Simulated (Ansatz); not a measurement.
System: Ta-vacancy pair (Ta on one host Cu site, one Cu site vacant) in fcc Cu (neutral cell). The step: a nearby Cu atom hops onto the vacant site (Ta-vacancy distance between ideal sites 5.13 → 4.45 Å); the atom moves 2.53 Å along (0.50, 0.00, 0.49) of the unit cell; the moving atom starts with neighbours 4 Cu at 2.52, Cu at 2.55, 4 Cu at 2.56, 2 Cu at 2.59 Å and ends with 2 Cu at 2.50, 4 Cu at 2.53, Cu at 2.56, 3 Cu at 2.57, Cu at 2.58 Å. A PBE band in Ansatz (plane-wave PAW, a 3×3×3 k-point mesh shifted by half a step, 32 host sites, 17 SCF runs with any check of the saddle's order, static, no finite-size correction) gives a forward barrier of 0.83 eV. The saddle point's order was not checked, and it lies on a symmetry element of the cell, where a band can be held. Forms of the defect that were not tried may lie lower. The start lies 0.032 eV above the lowest site run (PBE).

Single points at the band's start and saddle point can refine it. Rough cost of one point, in units of the band's mean SCF on the same machine:

```
Level                                                          Cost of one point
-------------------------------------------------------------  -----------------
PBE, a 5×5×5 k-point mesh shifted by half a step                         about 4
r2SCAN at 500 eV, a 3×3×3 k-point mesh shifted by half a step            about 3
```

Task: Which of these move the barrier by more than 0.1 eV, and how far does each move it?

Result: Not one does. PBE, a 5×5×5 k-point mesh shifted by half a step: -0.01 eV; r2SCAN at 500 eV, a 3×3×3 k-point mesh shifted by half a step: -0.01 eV. Each functional is compared with PBE at the same k-points.

Ansatz is a program for electronic structure.
